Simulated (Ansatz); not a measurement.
System: CsCl-type RuAl. Method: revPBE in Ansatz (PAW).

Run with plane-wave cutoff 520 eV, 18×18×18 k mesh, Fermi–Dirac smearing 0.05 eV, no spin polarisation, scalar-relativistic PAW data made under PBE.

Pressure at four volumes; x = ln(V/13.726 Å³). One pressure is withheld.

| V (Å³/atom) | x | P (GPa) |
|---|---|---|
| 12.902 | -0.0619 | ? |
| 13.177 | -0.0408 | 8.77 |
| 13.726 | 0.0000 | 0.00 |
| 14.550 | 0.0583 | -10.05 |

Q: Pass a parabola P(x) through the three rows shown, estimate the bulk modulus and its pressure derivative near zero pressure, and predict the withheld pressure.

A: Slopes between the rows: (0.00 − (8.77))/(0.0000 − (-0.0408)) = -214.95 and (-10.05 − (0.00))/(0.0583 − (0.0000)) = -172.38 GPa. Their difference over the span 0.0991 is c = 42.57/0.0991 = 429.6 GPa, so P(x) = 8.77 + (-214.95)(x − (-0.0408)) + 429.6 (x − (-0.0408))(x − (0.0000)). At the middle row B = −dP/dx = −[-214.95 + 429.6 × 0.0408] = 197.4 GPa, and B′ = dB/dP = 2c/B = 4.4. At x = -0.0619 the parabola gives 13.87 GPa; the run gives 13.92 GPa. The Birch–Murnaghan fit to the energies at all volumes has B0 = 196 GPa and B′ = 4.4.

Ansatz is a first-principles code.
